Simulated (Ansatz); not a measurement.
Input for Si0.75Ge0.25, ordered (1 1 1) on silicon (1 1 1) (film strained to the substrate, faces as cut):

Ansatz 0.2 input:
```yaml
crystal:
  lattice:
    - [6.699354, 0.0, 0.061961834]
    - [0.0, 3.867874, -0.030073416]
    - [1.118586327, 1.214666958, 29.289811538]
  atoms:
    - { symbol: Si, position: [0.785237688, 0.004051184, 0.040966332] }
    - { symbol: Si, position: [-0.001306736, 0.503313066, 0.043121944] }
    - { symbol: Si, position: [0.62648027, -0.002505123, 0.115940416] }
    - { symbol: Si, position: [0.113895626, 0.494972926, 0.117799019] }
    - { symbol: Si, position: [0.282342028, -0.009132027, 0.14166253] }
    - { symbol: Si, position: [0.777143391, 0.492213932, 0.147047232] }
    - { symbol: Si, position: [0.270046951, -0.01304215, 0.224153051] }
    - { symbol: Si, position: [0.768751929, 0.486574276, 0.226940647] }
    - { symbol: Si, position: [0.932410478, -0.019369378, 0.252954247] }
    - { symbol: Si, position: [0.428978663, 0.481377512, 0.252102776] }
    - { symbol: Si, position: [0.914489739, -0.036683236, 0.333839433] }
    - { symbol: Si, position: [0.411948355, 0.46519357, 0.333030287] }
    - { symbol: Si, position: [0.573636398, 0.958892357, 0.35955483] }
    - { symbol: Si, position: [0.074523129, 0.456283216, 0.361110687] }
    - { symbol: Si, position: [0.552979144, 0.937525698, 0.440152832] }
    - { symbol: Si, position: [0.054985439, 0.431951128, 0.442587231] }
    - { symbol: Si, position: [0.217314581, 0.922187618, 0.469318167] }
    - { symbol: Si, position: [0.712630169, 0.432305385, 0.466952275] }
    - { symbol: Si, position: [0.231261195, 0.802981918, 0.548411884] }
    - { symbol: Si, position: [0.654294964, 0.507573677, 0.54496616] }
    - { symbol: Ge, position: [0.269862568, 0.566507888, 0.63579425] }
    - { symbol: Ge, position: [0.577169352, 0.547762753, 0.742066564] }
    - { symbol: Ge, position: [0.871667862, 0.536417317, 0.851744241] }
    - { symbol: Ge, position: [0.17657635, 0.524987647, 0.967038337] }
    - { symbol: Si, position: [0.778953297, 0.088602866, 0.627790939] }
    - { symbol: Si, position: [0.928423005, 0.614956786, 0.591431027] }
    - { symbol: Si, position: [0.453722315, 0.122857732, 0.593836534] }
    - { symbol: Si, position: [0.067534257, 0.049343462, 0.742335115] }
    - { symbol: Si, position: [0.240404819, 0.555205184, 0.717548394] }
    - { symbol: Si, position: [0.750711932, 0.05472782, 0.709998788] }
    - { symbol: Si, position: [0.370931542, 1.039867886, 0.85469185] }
    - { symbol: Si, position: [0.537671118, 0.543814463, 0.826122288] }
    - { symbol: Si, position: [0.050947826, 1.042198894, 0.823709182] }
    - { symbol: Si, position: [0.684628466, 1.026270776, 0.963475177] }
    - { symbol: Si, position: [0.848735955, 0.53353868, 0.933555846] }
    - { symbol: Si, position: [0.355205517, 1.031359638, 0.937238993] }
basis:
  ecutwfc: 420
  ecutrho_ratio: 4
  xc_grid: 2
kpoints:
  mp_grid: { grid: [4, 6, 1] }
hamiltonian:
  xc: pbe
  dispersion: none
  pseudopotentials: { kind: paw }
scf:
  n_extra_bands: 29
  occupations: { method: fermi_dirac, width: 0.05 }
output:
  forces: true
  stress: true
  eigenstates:
    kpoints:
      - [0, 0, 0]
      - [0.5, 0, 0]
      - [0, 0.5, 0]
      - [0.5, 0.5, 0]
    e_range: [-3.5, 3.5]
    localisation: true
relax:
  f_tol: 0.04
  max_steps: 70
  cell: { fix: [a, b, gamma], stress_tol: 0.3 }
```

All values below come from PBE (plane waves to 420 eV, PAW; Ansatz, an electronic-structure program). No spin–orbit coupling; the runs are not spin-polarised. Its k-point mesh 4×6×1, Fermi–Dirac width 0.05 eV.

Task: Write the closing report of this run, without the band table and long remarks, to eight decimals at most.

Result: 
```
SCF converged after 6 iterations
Free energy (F): -37524.302769 eV
Harris-Foulkes:  -37524.302769 eV  (|F-HF|=6.77e-10)
Internal energy: -37524.302598 eV  (E = F + TS)
E sigma→0 (E₀):  -37524.302683 eV
Entropy (-TS):   -0.000171 eV (-0.005 meV/atom)
Fermi energy:    6.327496 eV
--- Per-component energies (eV) ---
  E_band       = -581.580280
  E_kinetic    = 1727.555972
  E_local      = -21934.657693  (includes V_loc(G=0)·N_el)
  E_nonlocal   = 2503.363490
  E_hartree    = 10102.378419
  E_xc         = -2063.864443
  E_vxc        = -1748.468446  (∫ρ·V_xc dr)
  E_paw        = -24489.399739  (= ΣΔE_a)
  E_vpaw       = -1334.125761  (= ΣTr[D̂ρ^β])
  E_aug_tail   = 0.001300  (compensation charges beyond the density's cutoff)
  E_ewald      = -3369.679904
  E_smearing   = -0.000171  (= −TS)
  E_closure    = 0.000000  (closes the sum)
  Σ components = -37524.302769   (vs F -37524.302769, Δ=0.00e0)
--- Forces (eV/Å), atoms counted from 1 ---
  atom   1  Si     0.00287058     0.00384096     0.00212935
  atom   2  Si     0.00131059    -0.00531103    -0.00163601
  atom   3  Si    -0.00066539     0.00257625     0.00140187
  atom   4  Si    -0.00074068     0.00169333     0.00412515
  atom   5  Si    -0.00112729    -0.00612857    -0.00420985
  atom   6  Si     0.00446021    -0.00756946    -0.00277159
  atom   7  Si    -0.00159497     0.00292826    -0.00039391
  atom   8  Si    -0.00123155     0.00339697     0.00251379
  atom   9  Si     0.00202728    -0.00356188    -0.00215069
  atom  10  Si     0.00152159    -0.00194493     0.00059440
  atom  11  Si    -0.00393893     0.00072443    -0.00054887
  atom  12  Si    -0.00048867    -0.00071811     0.00336715
  atom  13  Si     0.00347954     0.00041269     0.00321374
  atom  14  Si    -0.00121978    -0.00305217    -0.00063983
  atom  15  Si    -0.00796195     0.00294237    -0.00199304
  atom  16  Si     0.00029691    -0.00016094     0.00559072
  atom  17  Si     0.00765001    -0.00016731    -0.00058130
  atom  18  Si    -0.00018044     0.00389661    -0.01256210
  atom  19  Si    -0.01497321    -0.01025264    -0.00970916
  atom  20  Si     0.00754121    -0.01012722    -0.00376770
  atom  21  Ge    -0.00832850     0.01252911     0.01350601
  atom  22  Ge    -0.00269381     0.00234855    -0.00322236
  atom  23  Ge     0.00603432    -0.00250820    -0.00285801
  atom  24  Ge    -0.00165959     0.00526583     0.00198668
  atom  25  Si    -0.00370965     0.00058755     0.01411575
  atom  26  Si     0.00450013    -0.00023180    -0.00650381
  atom  27  Si     0.00810356     0.01310118    -0.00659096
  atom  28  Si     0.00750452    -0.00767403    -0.00572532
  atom  29  Si    -0.00644427    -0.00746232     0.00781479
  atom  30  Si     0.00679522    -0.00175229     0.00712294
  atom  31  Si    -0.00507392    -0.00301127    -0.00632293
  atom  32  Si     0.00174353     0.00142901     0.01340740
  atom  33  Si     0.00030432     0.00947488    -0.00477706
  atom  34  Si    -0.00020786    -0.00334938    -0.00483644
  atom  35  Si    -0.00126960     0.00525466    -0.00121224
  atom  36  Si    -0.00263285     0.00258112     0.00212442
  max |Σ_I F_I| component: 1.02e-6 eV/Å
--- Stress (GPa, compression-positive) ---
        0.029215       0.001315       0.004345
        0.001315       0.737402       0.029557
        0.004345       0.029557       0.014023
  P = ⅓ Tr σ = 0.2602 GPa (2.602 kbar)
--- Relaxed structure (13 steps of the walk, 13 accepted, 1 SCFs on fresh bases) ---
  F+E_penalty+E_count = -37524.30276853 eV   max|allowed force component| = 1.497e-2 eV/Å   (the final SCF, on the basis selected at the relaxed cell)
  cell:  # Å, volume = 764.6054 Å³
    - [6.69373629, -3.01569144e-5, 0.28120773]
    - [-0.00156737, 3.86786559, 0.03109729]
    - [2.07302014, 1.68009939, 29.63293479]
  atoms:
    - { symbol: Si, position: [0.80353367, 0.01790451, 0.04014316] }
    - { symbol: Si, position: [0.01454421, 0.51773958, 0.04070535] }
    - { symbol: Si, position: [0.62961379, -0.01860167, 0.11518054] }
    - { symbol: Si, position: [0.11351491, 0.48173511, 0.11423621] }
    - { symbol: Si, position: [0.27700977, -0.02968848, 0.13745837] }
    - { symbol: Si, position: [0.77144930, 0.46641099, 0.14568412] }
    - { symbol: Si, position: [0.23788289, -0.07080050, 0.21867326] }
    - { symbol: Si, position: [0.73308378, 0.42617656, 0.22504668] }
    - { symbol: Si, position: [0.89443229, -0.08578610, 0.24924748] }
    - { symbol: Si, position: [0.38355427, 0.41480280, 0.24767613] }
    - { symbol: Si, position: [0.85489844, -0.12586933, 0.32952810] }
    - { symbol: Si, position: [0.34394688, 0.37468439, 0.32790994] }
    - { symbol: Si, position: [0.50523927, 0.86260669, 0.35206174] }
    - { symbol: Si, position: [0.00064761, 0.35972296, 0.35857761] }
    - { symbol: Si, position: [0.46671968, 0.82162058, 0.43139422] }
    - { symbol: Si, position: [-0.03839813, 0.31851675, 0.43984544] }
    - { symbol: Si, position: [0.12507371, 0.80694935, 0.46320599] }
    - { symbol: Si, position: [0.60866357, 0.30650223, 0.46179849] }
    - { symbol: Si, position: [0.22430382, 0.77242872, 0.53688123] }
    - { symbol: Si, position: [0.43598835, 0.27232079, 0.53682237] }
    - { symbol: Ge, position: [0.36261762, 0.71255163, 0.64249585] }
    - { symbol: Ge, position: [0.64420149, 0.66415911, 0.74717607] }
    - { symbol: Ge, position: [0.92164587, 0.60931228, 0.85468130] }
    - { symbol: Ge, position: [0.19585751, 0.55381797, 0.96592065] }
    - { symbol: Si, position: [0.86650299, 0.21948593, 0.63503788] }
    - { symbol: Si, position: [1.04812187, 0.73203492, 0.61007695] }
    - { symbol: Si, position: [0.54020532, 0.22819195, 0.61123309] }
    - { symbol: Si, position: [0.13964549, 0.16486394, 0.74784764] }
    - { symbol: Si, position: [0.31724400, 0.67731741, 0.72275515] }
    - { symbol: Si, position: [0.82714312, 0.17919765, 0.71712749] }
    - { symbol: Si, position: [0.42170209, 1.10846279, 0.85774069] }
    - { symbol: Si, position: [0.59684156, 0.62263691, 0.82926209] }
    - { symbol: Si, position: [0.10695323, 1.12247592, 0.82808266] }
    - { symbol: Si, position: [0.70801511, 1.05488262, 0.96466040] }
    - { symbol: Si, position: [0.87832087, 0.56944984, 0.93509217] }
    - { symbol: Si, position: [0.38446933, 1.06686855, 0.93972299] }
```

Cost: about 24 core-minutes (a rough figure).
